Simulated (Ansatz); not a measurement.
AlB2-type ZrB2, treated with RPBE in Ansatz (plane waves, PAW).

Numerical settings: plane-wave cutoff 520 eV, 24×24×16 k mesh (along the axes of the cell as run), Fermi–Dirac smearing 0.05 eV, scalar-relativistic PAW data made under PBE.

Properties against volume:

Shape and atoms are relaxed at each volume.

```tsv
V (Å³/atom)	P (GPa)	c (Å)	a (Å)
10.021	10.13	3.505	3.147
10.229	4.81	3.533	3.167
10.438	0.00	3.560	3.187
10.647	-4.36	3.587	3.207
10.856	-8.30	3.614	3.226
```

Note: the bulk modulus comes from volumes at which shape and atoms were relaxed.

Ansatz is a program for electronic structure.
